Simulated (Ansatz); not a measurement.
Subject: the energy of the reaction as written. Reaction: 3 cell B → cell A. Negative: the products are lower in energy.

Cell A: a sheet of composition Ga3, 3 atoms, hexagonal cell of 5.19 Å (23.3 Å²), symmetry P6/mmm, 0.0 Å thick under 16 Å of vacuum, in-plane vectors relaxed; planes from bottom to top: Ga3, all atoms in one plane; a model cell; spin state with PBE: run without spin, k-point mesh 12×12×1.
```xyz
3
Lattice="5.1867 0.0000 0.0000 -2.5933 4.4918 0.0000 0.0000 0.0000 16.0000" Properties=species:S:1:pos:R:3 pbc="T T T"
Ga     2.5933     0.0000     8.0000
Ga    -1.2967     2.2459     8.0000
Ga     1.2967     2.2459     8.0000
```

Cell B: a sheet of composition Ga, 1 atom, hexagonal cell of 2.76 Å (6.6 Å²), symmetry P6/mmm, 0.0 Å thick under 16 Å of vacuum, in-plane vectors relaxed; planes from bottom to top: Ga; a model cell; spin state with PBE: run without spin, k-point mesh 24×24×1.
```
CELL_PARAMETERS angstrom
      2.75663     0.00000     0.00000
     -1.37832     2.38732     0.00000
      0.00000     0.00000    16.00000
ATOMIC_POSITIONS crystal
  Ga 0.00000 0.00000 0.50000
```

Computed with Ansatz (plane waves, PAW), its default PAW set, cutoff 420 eV, 500 eV for r2SCAN. The structures are at rest with PBE; other levels are single points on them. Neutral cells; Fermi-Dirac smearing of at most 0.10 eV in the solids, energies taken to zero width. The lattices are those relaxed with PBE, so at other levels the solids can be strained, which adds to the spread. A dispersion term (D3(BJ), or D4 for r2SCAN) was computed beside these levels and is taken off wherever the name lacks it. No zero-point or thermal terms. The cells' k-point meshes differ in density, so the last digit is unsettled. Cell A has symmetry P6/mmm and got no random move, so less symmetric positions, which may lie lower, weren't tried. Cell B has symmetry P6/mmm and got no random move, so less symmetric positions, which may lie lower, weren't tried.

Give the value at the level r2SCAN.

0.57 eV, for 3 cell B → cell A.

How does the value move with the functional?


```tsv
Level	value (eV)	less r2SCAN
PBE	0.59	0.02
```

The levels span only 0.02 eV, too little to tell them apart.

Ansatz is an electronic-structure program.
